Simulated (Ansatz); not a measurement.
**A computed series for CaF2: thickness series**

Start from CaF2 in the fluorite structure (space group Fm-3m, No. 225; a = 5.439 Å). Axes: x, y, z lie along the cube axes.

Free-standing slabs (3 atom(s) a layer) normal to [111] with 15 Å of vacuum; in-plane cell held at bulk.

Level of theory: r2SCAN/PAW in Ansatz (an electronic-structure program), no spin-orbit coupling.

Candidates:
(a) 1 layer
(b) 4 layers
(c) 5 layers
(d) 3 layers

Before the change:

| Property | Value |
|---|---|
| Band gap | 8.03 eV |

Order them by band gap, lowest first.

(a) 1 layer (7.18 eV), (d) 3 layers (7.57 eV), (b) 4 layers (7.62 eV), (c) 5 layers (7.64 eV)

Whether these cells are dynamically stable was not tested.
